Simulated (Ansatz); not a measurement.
Start from Ag in the fcc (Cu type) structure (space group Fm-3m, No. 225; a = 4.105 Å).

The values are results of r2SCAN, PAW, 500 eV (Ansatz, a quantum-chemistry and plane-wave program; no spin-orbit coupling), not measurements.

Before the change:

* **Pressure**: 0.0 GPa

The change: every lattice vector is stretched by 2.32 %; the atoms relax in the strained cell.

**Question.** Predict the new energy relative to the base and pressure.

**Answer.** The energy rises by 24 meV/atom; the pressure goes from zero to -5.8 GPa.

No phonon test of stability was made.
